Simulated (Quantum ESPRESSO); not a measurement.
Quantum ESPRESSO 7.5, DFT, PBE, plane waves, PseudoDojo 0.5 standard norm-conserving PBE (local tails restored to the Coulomb form): zinc-blende GaAs, 2 atoms. Basis and mesh were picked for this test and aren't claimed converged.

```json
{
  "cell": "4.00, 4.00, 4.00 Å; 60, 60, 60°",
  "task": "scf",
  "k mesh": "10×10×10",
  "ecutwfc": "84 Ry",
  "ecutrho": "336 Ry",
  "occupations": "smearing",
  "smearing": "gaussian",
  "degauss": "0.005 Ry",
  "conv_thr": "2e-09 Ry",
  "tprnfor": "true",
  "tstress": "false",
  "k-point pools (-nk)": "16",
  "mixing_mode": "plain (default)",
  "mixing_beta": "0.7 (default)",
  "mixing_ndim": "8 (default)",
  "k-points computed": "47",
  "bands": "18",
  "electrons": "28",
  "G-vectors of the density": "31775",
  "FFT grid": "45×45×45",
  "symmetry_operations": "24"
}
```

Hardware: AMD EPYC (Zen 5), 96 cores on 1 socket, no SMT, 12 L3 cache groups; 94 cores' worth of CPU time may be used.

Wall times, medians of two to five repeats, each run alone on the node (launch to exit). Processes are pinned to neighbouring cores unless said otherwise. The build: conda-forge: Open MPI 5.0, OpenMP, OpenBLAS 0.3.34 (pthreads), FFTW, ScaLAPACK, ELPA; another build can shift the numbers. Scratch files lie in a memory file system.

All on 16 ranks. Base settings, kept where nothing else is said: diago_full_acc = false (default), diagonalization = david (default), diago_rmm_ndim = 4 (default). The candidates, on 16 cores each, agree within 1.0 meV/atom in energy:
A. the base settings
B. diago_full_acc = true
C. diagonalization = paro
D. diagonalization = rmm-davidson, diago_rmm_ndim = 2

Task: Which choice gives the shortest wall time?

Result: A and B, at 2.5 s to 2.6 s, level within 8 % or the scatter of repeats. At the other end C takes 1.6× as long.

```
candidate  wall time            repeats  SCF iterations
---------  ---------  -----------------  --------------
A              2.5 s  3 runs within 1 %               7
B              2.6 s  3 runs within 1 %               7
D              3.0 s  3 runs within 1 %              10
C              3.9 s  3 runs within 1 %               7
```

From the slowest to the fastest: The largest move is in the rest of the band solver (c_bands and wfcinit less FFTs, projectors and diagonalisation: overlaps, rotations, waiting): 1.1 s to 0.32 s.
